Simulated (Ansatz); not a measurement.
## BAs under a change: biaxial strain +0.42 %, plane normal [111], relaxed out of plane

Consider BAs in the zinc blende structure (space group F-43m, No. 216; a = 4.768 Å). Axes: x, y, z lie along the cube axes.

Perturbation: biaxial strain +0.42 %, plane normal [111], relaxed out of plane (Cartesian); in-plane vectors clamped, the third vector and the atoms free.

Computed with PBEsol in Ansatz (plane waves to 420 eV, PAW, spin-orbit coupling left out). k-mesh 12×12×12 (Γ-centred); smearing 0.05 eV (Fermi–Dirac).

* **Volume per atom**: 13.65 Å³ (base 13.55 Å³)
* **Space group**: R3m (No. 160) (base F-43m (No. 216))
* **Shortest interatomic distance**: 2.065 Å (base 2.065 Å)
* **Energy relative to the base (free energy F)**: +0.6 meV/atom
* **Pressure (mean of the normal stresses, compression positive)**: -10.2 kbar (base 0.0 kbar)
* **Band gap**: 1.06 eV (base 1.08 eV)
* **Gap character**: indirect, Γ → F–Γ (18 % along)
* **Smallest direct gap**: 3.19 eV (base 3.25 eV)
* **Hole mass**: 0.11 mₑ out of plane, 0.54 mₑ in plane (at Γ)
* **Valence-band top at Γ (three highest levels, from the VBM)**: 0.00, -0.04, -0.04 eV (base 0.00, 0.00, 0.00 eV)
* **Valley order (the lowest conduction-band minima on the path, energy above the VBM, named in the base's zone)**: a point along [001], about 1.1 Å⁻¹ from Γ 1.06 eV; L along [111] 2.54 eV (base a point along ⟨100⟩, about 1.1 Å⁻¹ from Γ 1.08 eV)
* **Out-of-plane strain**: -0.10 %

Cost of the whole job for the changed cell (relaxation, final SCF and bands): about 24 core-seconds (a rough figure).

Effective masses come from finite differences of ±0.01 Å⁻¹. Stability against distortions was not tested. Labels are those of the standard path for the cell's own space group.

Ansatz is a quantum-chemistry and plane-wave program.
